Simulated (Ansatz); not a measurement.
L1₀ (CuAu-type) FePt, treated with PBEsol-D3(BJ) (PAW; Ansatz, a program for electronic structure).

Run with plane-wave cutoff 520 eV, 20×20×16 k mesh (along the axes of the cell as run), Fermi–Dirac smearing 0.05 eV, spin-polarised with parallel moments, scalar-relativistic PAW data made under PBE.

The cell is scaled about its equilibrium volume:

Shape and atoms are relaxed at each volume.

```json
[
 {"V (Å³/atom)": "12.543", "P (GPa)": "11.35", "moment (μB per cell of 2 atoms)": "3.10", "c (Å)": "3.627", "a (Å)": "2.630"},
 {"V (Å³/atom)": "12.805", "P (GPa)": "5.35", "moment (μB per cell of 2 atoms)": "3.14", "c (Å)": "3.654", "a (Å)": "2.647"},
 {"V (Å³/atom)": "13.066", "P (GPa)": "0.00", "moment (μB per cell of 2 atoms)": "3.17", "c (Å)": "3.681", "a (Å)": "2.664"},
 {"V (Å³/atom)": "13.327", "P (GPa)": "-4.76", "moment (μB per cell of 2 atoms)": "3.20", "c (Å)": "3.708", "a (Å)": "2.681"},
 {"V (Å³/atom)": "13.588", "P (GPa)": "-8.97", "moment (μB per cell of 2 atoms)": "3.24", "c (Å)": "3.733", "a (Å)": "2.698"}
]
```

Note: the bulk modulus comes from volumes at which shape and atoms were relaxed.
